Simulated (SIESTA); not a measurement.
## Short convergence ladders for Pd (Fm-3m, 1 atom in the cell)

```xyz
1
Lattice="0.0000 1.9508 1.9508 1.9508 0.0000 1.9508 1.9508 1.9508 0.0000" Properties=species:S:1:pos:R:3 pbc="T T T"
Pd     0.0000     0.0000     0.0000
```

Base method: GGA PBE, numerical atomic orbitals DZP, PseudoDojo PBE standard norm-conserving potentials (rewritten from UPF to PSML) (SIESTA).

Base settings: XC.functional = GGA; XC.authors = PBE; potentials = PseudoDojo PBE standard; PAO.BasisSize = DZP; PAO.EnergyShift = 0.005 Ry; MeshCutoff = 300 Ry; kgrid.MonkhorstPack = 5 5 5; OccupationFunction = FD; ElectronicTemperature = 0.1 eV; MaxSCFIterations = 150.

**The cutoff for other potential files**

Level: DFT, GGA PBE, numerical atomic orbitals DZP, PseudoDojo PBE stringent norm-conserving potentials (rewritten from UPF to PSML).

In this ladder: pseudopotentials = PseudoDojo PBE stringent.

The second cell is the first with its lattice scaled by 0.98.

The mesh stays at the base's, so the ladder's end is converged at best in this setting alone.

Only quantities that move along the ladder and can be compared are tabulated.

```tsv
MeshCutoff	free energy less the last step's (meV/atom)	energy of the compressed cell less the first (meV/atom)	pressure (GPa)
135 Ry (139 Ry used)	-80.24	101.70	12.23
165 Ry (176 Ry used)	-36.73	96.96	11.17
210 Ry (218 Ry used)	-18.21	94.47	10.65
300 Ry (314 Ry used)	-6.18	93.13	10.44
450 Ry (490 Ry used)	-1.33	92.48	10.36
600 Ry (706 Ry used)	0.00	92.40	10.36
```

Coarsest MeshCutoff that holds the pressure within 0.5 GPa of the last step, with all finer ones: 210 Ry (218 Ry used); the step before is off by 0.81 GPa.

Coarsest MeshCutoff that holds the energy of the compressed cell less the first within 0.2 meV/atom of the last step, with all finer ones: 450 Ry (490 Ry used); the step before is off by 0.73 meV/atom.

Coarsest MeshCutoff that holds the free energy within 5 meV/atom of the last step, with all finer ones: 450 Ry (490 Ry used); the step before is off by 6.2 meV/atom.

**The setting basis size**

Level: DFT, GGA PBE, numerical atomic orbitals TZDP, PseudoDojo PBE standard norm-conserving potentials (rewritten from UPF to PSML).

Moved along: PAO.BasisSize.

The second cell is the first with its lattice scaled by 0.98.

The mesh stays at the base's, so the ladder's end is converged at best in this setting alone.

The sets are ordered by size and need not be nested.

Only quantities that move along the ladder and can be compared are tabulated.

```tsv
basis (functions)	energy of the compressed cell less the first (meV/atom)	pressure (GPa)
SZ (10)	138.22	17.30
SZP (13)	78.52	7.55
DZ (16)	78.24	7.56
DZP (19)	93.13	10.44
TZP (25)	90.03	9.49
TZDP (28)	91.23	9.77
```

Coarsest basis (functions) that holds the energy of the compressed cell less the first within 1 meV/atom: not settled: the last two steps still differ by 1.2 meV/atom, over half the tolerance, so the ladder does not show it.

Coarsest basis (functions) that holds the pressure within 1 GPa of the last step, with all finer ones: DZP (19); the step before is off by 2.2 GPa.

Two neighbours can agree and both be off: SZP (13) and DZ (16) differ by 0.28 meV/atom in the energy of the compressed cell less the first, yet lie about 13 meV/atom from the last step.

On the base run: the starting cell has typed, rounded lattice constants, without a prior relaxation at this level. Its lattice was rescaled by up to half a per cent. Spin polarisation is off. Values carry the incompleteness of an atom-centred basis. In the base run, with a pressure of about 10 GPa the cell is away from its equilibrium volume at this level. Without a gap this mesh is coarse (it stands for a supercell whose shortest vector is 14 Å).

Left out of this page: 2 runs of the series outside the window shown, repeating another row's setting, or not comparable.
